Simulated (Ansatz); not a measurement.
**bcc V (1 1 1) on zinc-blende InP (1 1 1) (film strained to the substrate, started from cuts of the bulks and a machine-learned relaxation)**

A periodic stack without vacuum, bcc V (1 1 1) on zinc-blende InP (1 1 1) (film strained to the substrate, started from cuts of the bulks and a machine-learned relaxation): substrate slab In4P4, film V12, surface cells [[0, 1], [-1, 0]] and [[1, -1], [0, 1]], film strained by -0.6 and -0.6 %, outermost planes P/In and V/V as cut, which need not be the usual terminations and can put a slab off its formula.

The start was prepared with a machine-learned potential, and the result is one local minimum, with the in-plane cell held and forces under 0.04 eV/Å; the film can end far from its bulk form.

Calculation: PBE (plane waves to 420 eV, PAW; Ansatz, a program for electronic structure). Scalar-relativistic, without spin–orbit coupling; the runs are not spin-polarised; PBE gaps are too small against experiment. Its k-point mesh 9×9×1, Fermi–Dirac width 0.05 eV.

```
Property                                                                                  Result
-------------------------------------------------------------------------------  ---------------
interface area                                                                           15.4 Å²
period                                                                                   24.13 Å
gaps between the outermost planes at the two interfaces                          1.55 and 0.51 Å
In–V contacts across the interfaces within 1.22 times the sum of covalent radii   8, mean 3.00 Å
P–V contacts across the interfaces within 1.22 times the sum of covalent radii    7, mean 2.57 Å
```

```yaml
crystal:
  lattice:
    - [4.21353, -0.00015, -0.08906]
    - [-2.10432, 3.64894, 0.13751]
    - [0.48751, -0.62149, 24.11958]
  atoms:
    - { symbol: In, position: [0.03969, 0.35294, 0.10810] }
    - { symbol: In, position: [0.37363, 0.02052, 0.25415] }
    - { symbol: In, position: [0.70777, 0.68698, 0.39701] }
    - { symbol: In, position: [0.04189, 0.35270, 0.53863] }
    - { symbol: P, position: [0.37823, 0.01986, 0.00562] }
    - { symbol: P, position: [0.37317, 0.01982, 0.14804] }
    - { symbol: P, position: [0.70717, 0.68714, 0.29074] }
    - { symbol: P, position: [0.04130, 0.35361, 0.43350] }
    - { symbol: V, position: [0.70918, 0.68609, 0.62232] }
    - { symbol: V, position: [0.37543, 0.01905, 0.60301] }
    - { symbol: V, position: [0.37602, 0.01905, 0.69810] }
    - { symbol: V, position: [0.04257, 0.35258, 0.65581] }
    - { symbol: V, position: [0.04313, 0.35234, 0.76800] }
    - { symbol: V, position: [0.70960, 0.68576, 0.73363] }
    - { symbol: V, position: [0.71018, 0.68575, 0.84030] }
    - { symbol: V, position: [0.37657, 0.01894, 0.80294] }
    - { symbol: V, position: [0.37699, 0.01910, 0.90812] }
    - { symbol: V, position: [0.04368, 0.35261, 0.87654] }
    - { symbol: V, position: [0.04445, 0.35321, 0.98437] }
    - { symbol: V, position: [0.71096, 0.68620, 0.95439] }
```
